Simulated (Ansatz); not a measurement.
## AlP, pressure series

Take AlP in the zinc blende structure (space group F-43m, No. 216; a = 5.508 Å) as the base.

Cell and atoms are relaxed at each pressure.

Method: Ansatz (a quantum-chemistry and plane-wave program) PBE, no spin-orbit coupling.

Candidates:
(a) pressure −1 GPa
(b) pressure 2.1 GPa
(c) pressure 15 GPa
(d) pressure 4.5 GPa

For the base:

| Item | Value |
|---|---|
| Smallest direct gap | 3.09 eV |

Order them by smallest direct gap, highest first.

(c) pressure 15 GPa (3.67 eV), (d) pressure 4.5 GPa (3.51 eV), (b) pressure 2.1 GPa (3.29 eV), (a) pressure −1 GPa (2.98 eV)

Load acts through the strain it causes; cell and atoms are relaxed under it. Stability against distortions was not tested. Measured, AlP leaves this structure (for the NiAs type) near 14.2 GPa (temperature not stated; as listed in Datta, Sujoy, Jana, Debnarayan, arXiv (2020)), on rising pressure, with hysteresis.
